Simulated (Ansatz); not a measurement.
# Os: uniaxial strain ε_xx = +1.91 %

Start from Os in the fcc (Cu type) structure (space group Fm-3m, No. 225; a = 3.821 Å; relaxed with 0.1 eV smearing). Axes: x, y, z lie along the cube axes.

It is then changed as follows: the cell is stretched by 1.91 % along x with no lateral relaxation; the atoms relax in the strained cell.

Level of theory: DFT with PBEsol, PAW potentials and a 420 eV plane-wave cutoff in Ansatz (an electronic-structure program), scalar-relativistic without spin-orbit coupling. k-mesh 30×30×30 (Γ-centred); smearing 0.1 eV (Fermi–Dirac).

```csv
quantity,base,changed,shift
volume per atom,13.95 Å³,14.21 Å³,+0.266 Å³
space group,Fm-3m (No. 225),I4/mmm (No. 139),–
shortest interatomic distance,2.702 Å,2.702 Å,0.000 Å
energy relative to the base (free energy F),0 meV/atom,+10 meV/atom,+10 meV/atom
"pressure (mean of the normal stresses, compression positive)",0.0 GPa,-7.6 GPa,-7.6 GPa
band gap,zero,zero,–
"stress (xx, yy, zz, yz, xz, xy; compression positive)",–,"(-11.8, -5.5, -5.5, 0.0, 0.0, 0.0) GPa",–
```

Final structure:

```
CELL_PARAMETERS angstrom
      0.00000     1.91055     1.91055
      1.94705     0.00000     1.91055
      1.94705     1.91055     0.00000
ATOMIC_POSITIONS crystal
  Os 0.00000 0.00000 0.00000
```

Stability against distortions was not tested. All final runs are without spin polarisation. This is not the structure that Os has at room temperature and ambient pressure.
